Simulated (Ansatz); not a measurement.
# Al, response to strain

Start from Al in the fcc (Cu type) structure (space group Fm-3m, No. 225; relaxed with 0.1 eV smearing).

```xyz
1
Lattice="0.0000 1.9968 1.9968 1.9968 0.0000 1.9968 1.9968 1.9968 0.0000" Properties=species:S:1:pos:R:3 pbc="T T T"
Al     0.0000     0.0000     0.0000
```

Cartesian axes are those of the cell as printed.

Strains are applied to the cell and any free atomic positions relax; under biaxial strain the out-of-plane vector relaxes too.

The values are results of Ansatz (a program for electronic structure) r2SCAN, no spin-orbit coupling, not measurements.

```json
[
 {"biaxial strain, plane normal [111], relaxed out of plane (%)": "0", "out-of-plane strain (%)": "0.00"},
 {"biaxial strain, plane normal [111], relaxed out of plane (%)": "0.42", "out-of-plane strain (%)": "-0.37"},
 {"biaxial strain, plane normal [111], relaxed out of plane (%)": "0.83", "out-of-plane strain (%)": "-0.73"},
 {"biaxial strain, plane normal [111], relaxed out of plane (%)": "1.25", "out-of-plane strain (%)": "-1.08"},
 {"biaxial strain, plane normal [111], relaxed out of plane (%)": "1.67", "out-of-plane strain (%)": "?"},
 {"biaxial strain, plane normal [111], relaxed out of plane (%)": "2.08", "out-of-plane strain (%)": "-1.71"},
 {"biaxial strain, plane normal [111], relaxed out of plane (%)": "2.5", "out-of-plane strain (%)": "-2.01"}
]
```

Q: Fit ε⊥ = −νε + γε² (strains in %) to the rows shown and predict the withheld row.

A: Least squares on the printed values gives ν = 0.92 (the biaxial Poisson response) and γ = 0.045 (largest residual 0.01 %); this predicts -1.41 %, and the run gives -1.41 %, in agreement.

Stability against distortions was not tested.
